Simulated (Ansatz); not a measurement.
## InSe: Se → Ge

Consider InSe in the beta-GaS type structure (space group P6_3/mmc, No. 194; a = 4.0162 Å, c = 16.9265 Å; layered, stacked along the Cartesian z axis).

Modification: full substitution Se → Ge, then cell and atoms are relaxed.

Level of theory: r2SCAN+rVV10 in Ansatz (plane waves to 500 eV, PAW, spin-orbit coupling left out), earlier PAW set. Γ-centred 14×14×3 mesh, Fermi–Dirac width 0.05 eV, for the changed cell.

```csv
quantity,base,changed,shift
density,5.44 g/cm³,6.04 g/cm³,+0.60 g/cm³
lattice parameter a,4.016 Å,3.800 Å,-0.216 Å
c/a ratio,4.215,4.338,+0.1237
space group,P6_3/mmc (No. 194),P6_3/mmc (No. 194),–
band gap,0.85 eV,zero,–
```

Final structure:

```
CELL_PARAMETERS angstrom
      3.80004     0.00000     0.00000
     -1.90002     3.29093     0.00000
      0.00000     0.00000    16.48536
ATOMIC_POSITIONS crystal
  In 0.33333 0.66667 0.65937
  In 0.66667 0.33333 0.15937
  In 0.66667 0.33333 0.34063
  In 0.33333 0.66667 0.84063
  Ge 0.33333 0.66667 0.03723
  Ge 0.66667 0.33333 0.53723
  Ge 0.66667 0.33333 0.96277
  Ge 0.33333 0.66667 0.46277
```

Stability against distortions was not tested. As relaxed here, InGe is a hypothetical phase, not in the database extracts checked. All final runs are without spin polarisation.

Ansatz is a quantum-chemistry and plane-wave program.
